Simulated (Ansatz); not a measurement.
WSi2: response to strain

The parent structure is WSi2 (space group I4/mmm, No. 139; a = 3.211 Å, c = 7.805 Å; relaxed with 0.1 eV smearing). Axes: x, y, z lie along a, b, c of the conventional cell.

Strains are applied to the cell and any free atomic positions relax; under biaxial strain the out-of-plane vector relaxes too; under stress the whole cell relaxes.

Calculations: r2SCAN in Ansatz (plane waves to 500 eV, PAW, no SOC).

Notes on the quantities. pressure: mean of the normal stresses, compression positive.

```json
[
 {"change": "base", "pressure": "0.0 GPa", "volume per atom": "13.42 Å³"},
 {"change": "biaxial strain −3.84 %, plane normal [001], relaxed out of plane", "pressure": "___", "volume per atom": "___"},
 {"change": "biaxial strain −2.28 %, plane normal [001], relaxed out of plane", "pressure": "8.9 GPa", "volume per atom": "12.92 Å³"},
 {"change": "biaxial strain −0.74 %, plane normal [001], relaxed out of plane", "pressure": "2.7 GPa", "volume per atom": "13.25 Å³"},
 {"change": "biaxial strain +0.51 %, plane normal [001], relaxed out of plane", "pressure": "-1.8 GPa", "volume per atom": "13.53 Å³"},
 {"change": "biaxial strain +1.82 %, plane normal [001], relaxed out of plane", "pressure": "-6.0 GPa", "volume per atom": "13.83 Å³"},
 {"change": "uniaxial strain ε_xx = +0.81 %", "pressure": "-1.8 GPa", "volume per atom": "13.52 Å³"},
 {"change": "uniaxial strain ε_yy = −0.13 %", "pressure": "0.3 GPa", "volume per atom": "13.40 Å³"},
 {"change": "uniaxial stress, 2 GPa tension along z", "pressure": "–", "volume per atom": "13.45 Å³"},
 {"change": "tensor shear ε_xy = +0.62 %", "pressure": "0.0 GPa", "volume per atom": "13.42 Å³"}
]
```

### Question
Some entries are withheld; estimate them.

### Answer

- biaxial strain −3.84 %, plane normal [001], relaxed out of plane, pressure: 15.7 GPa
- biaxial strain −3.84 %, plane normal [001], relaxed out of plane, volume per atom: 12.60 Å³

Beyond what the load breaks, stability against distortions was not tested. The final runs are not spin-polarised.

Ansatz is a program for electronic structure.
